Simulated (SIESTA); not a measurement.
Band structure of AgPt (P-6m2, 2 atoms in the cell).

```
AgPt
1.0
    2.78305     0.00000     0.00000
   -1.39152     2.41019     0.00000
    0.00000     0.00000     4.79511
Ag Pt
1 1
Direct
  0.00000   0.00000   0.50000
  0.66667   0.33333   0.00000
```

Method: GGA PBEsol, numerical atomic orbitals DZP, PseudoDojo PBEsol standard norm-conserving potentials (rewritten from UPF to PSML) run with SIESTA.

Settings: XC.functional = GGA; XC.authors = PBEsol; potentials = PseudoDojo PBEsol standard; PAO.BasisSize = DZP; PAO.EnergyShift = 0.01 Ry; MeshCutoff = 300 Ry; kgrid.MonkhorstPack = 11 11 6; OccupationFunction = MP; OccupationMPOrder = 0; ElectronicTemperature = 100 meV; MaxSCFIterations = 150; SCF.Mixer.Method = Pulay; SCF.Mixer.Weight = 0.1; SCF.Mixer.History = 8.

The starting cell comes from a database of computed structures (which also holds hypothetical and non-ambient phases and stackings), without a prior relaxation at this level. Spin-orbit coupling is off. Spin polarisation is off. Values carry the incompleteness of an atom-centred basis.

Levels in eV from the Fermi level, bands 15 to 20:
```json
[
 {"point": "Γ", "15": "-3.20", "16": "-2.82", "17": "-2.82", "18": "-0.46", "19": "-0.46", "20": "-0.40"},
 {"point": "M", "15": "-2.44", "16": "-2.30", "17": "-0.67", "18": "0.66", "19": "1.29", "20": "3.54"},
 {"point": "K", "15": "-2.76", "16": "-1.94", "17": "-1.50", "18": "-1.20", "19": "4.51", "20": "5.00"},
 {"point": "A", "15": "-3.50", "16": "-3.43", "17": "-2.38", "18": "-2.38", "19": "-0.52", "20": "-0.52"},
 {"point": "L", "15": "-2.13", "16": "-1.32", "17": "-0.86", "18": "0.66", "19": "1.39", "20": "1.62"},
 {"point": "H", "15": "-2.73", "16": "-2.59", "17": "-1.62", "18": "-0.56", "19": "5.13", "20": "6.78"}
]
```

Bands cross the Fermi level along this path, so the cell is metallic at this level.

Higher empty bands are left out: an atom-centred basis made for the valence describes them poorly.
